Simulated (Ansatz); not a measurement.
Abridged Ansatz (a program for electronic structure) output:

```
Pseudopotential: Cu, paw, valence charge 19
Pseudopotential: Ga, paw, valence charge 13
Pseudopotential: Ge, paw, valence charge 14
Pseudopotential: S, paw, valence charge 6
Crystal: 8 atoms, lattice volume = 152.975 Å³
Basis set: ecut = 420 eV, 2961 PW (Γ), exchange–correlation on 90×90×90 points (8 copies of the dense FFT grid, shifted against one another)
Bands: 53, of which v1, the nominal top of the filled ones, is band 45 counted from 1 (44 counted from 0)
Symmetry: 4 space group operations
k-points: 242 of 1728 (time reversal used)
Functional: x = pbesol(κ = 0.804, μ = 0.12345679012345678), c = pbesol(β = 0.046)
SCF iter   1: F=—  HF=-24716.996227 eV  |F-HF|=—  |Δ(HF+E_count)|=         —  Δρ=1.15e-2  dr2=1.50e-1  ethr=1.77e-3  ⟨swp⟩=6.8  Hψ=48131  notcnv=0
SCF iter   2: F=—  HF=-24716.997334 eV  |F-HF|=—  |Δ(HF+E_count)|=   1.11e-3  Δρ=9.77e-3  dr2=7.69e-2  ethr=1.68e-4  ⟨swp⟩=2.0  Hψ=26885  notcnv=0  defer=703
SCF 1 converged in 13 iterations: F = -24716.969632 eV  dr2 = 1.50e-10
SCF converged after 13 iterations
Free energy (F): -24716.969632 eV
Internal energy: -24716.937598 eV  (E = F + TS)
E sigma→0 (E₀):  -24716.953615 eV
Entropy (-TS):   -0.032033 eV (-4.004 meV/atom)
Fermi energy:    8.564757 eV
--- Forces (eV/Å), atoms counted from 1 ---
  atom   1  Cu     0.00000000    -0.00000000     0.00000000
  atom   2  Cu    -0.00000000     0.00000000     0.00000000
  atom   3  Ga     0.00000000     0.00000000     0.00000000
  atom   4  Ge     0.00000000     0.00000000     0.00000000
  atom   5  S     -0.00066831     0.00125873    -0.00314185
  atom   6  S      0.00066831    -0.00125873    -0.00314185
  atom   7  S      0.00125873     0.00066831     0.00314185
  atom   8  S     -0.00125873    -0.00066831     0.00314185
--- Stress (GPa, compression-positive) ---
        0.003560       0.000000      -0.000000
       -0.000000       0.003560      -0.000000
       -0.000000      -0.000000       0.003235
  P = ⅓ Tr σ = 0.0035 GPa (0.035 kbar)
```

What was computed, and what are the main results?

GaCu2GeS4, 8 atoms in the cell, with PBEsol/PAW in Ansatz, no spin-orbit coupling. The last SCF converged to F = -24716.969632 eV, or -3089.6212 eV per atom, at a pressure of 0.00 GPa. The total energy compares only with runs of the same code, potentials and settings.

Whether these cells are dynamically stable was not tested. The final runs are not spin-polarised. An odd electron count without spin: GaCu2GeS4. The cell was made from ZnCu2GeS4 by this change: Zn → Ga; the result is a hypothetical phase, not in the database extracts checked.
